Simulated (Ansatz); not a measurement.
RuAl (model structure, Fm-3m, No. 225, 2 atoms in the cell) was calculated with LDA (Ansatz, an electronic-structure program, PAW).

Settings: plane-wave cutoff 520 eV, 20×20×20 k mesh, Fermi–Dirac smearing 0.05 eV, no spin polarisation, scalar-relativistic PAW data made under PBE.

Cell (relaxed at this level):

```
CELL_PARAMETERS angstrom
      0.00000     2.44439     2.44439
      2.44439     0.00000     2.44439
      2.44439     2.44439     0.00000
ATOMIC_POSITIONS crystal
  Ru 0.00000 0.00000 0.00000
  Al 0.50000 0.50000 0.50000
```

Problem. What does this level give for the bulk modulus?

Solution. 
- bulk modulus = 166 GPa

Note: the run has no spin polarisation, so it can have missed a magnetic state; the bulk modulus is −V dP/dV from two relaxed cells at ±2 % in volume; the relaxation could raise the start's symmetry but not lower it, so the cell can be a saddle point.

The computed numbers hold no vibrational or temperature effects.

A model structure was made by putting elements into a prototype or built by hand; it is no filed structure, need not be a known phase, and can be a saddle point held by its symmetry.
